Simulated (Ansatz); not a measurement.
Take Sb (space group R-3m, No. 166; a = 4.3263 Å, c = 11.3390 Å (hexagonal axes); layered; relaxed with 0.1 eV smearing) as the base. Axes: x lies along a and z along c of the hexagonal cell.

Method: r2SCAN+rVV10, PAW, 500 eV (Ansatz, a first-principles code; no spin-orbit coupling).

Modification: uniaxial strain ε_xx = −4.17 %, all other strain components held at zero, atoms relaxed at fixed cell.

Task: Predict the stress tensor and what it implies for the stiffness.

Result: Stress of the strained cell less that of the base (GPa, compression positive):
```
    4.4     0.0     0.0
    0.0     1.1    -1.1
    0.0    -1.1     1.2
```

Then −Δσ_ii/ε with ε = -0.0417 gives secant stiffness values (nonlinear terms included at this strain): C11 ≈ 106 GPa, C12 ≈ 27 GPa and C13 ≈ 29 GPa.

As a check, the harmonic strain energy −½ V₀ Δσ:ε is 18 meV/atom; the computed energy rise is 17 meV/atom.

Whether these cells are dynamically stable was not tested.
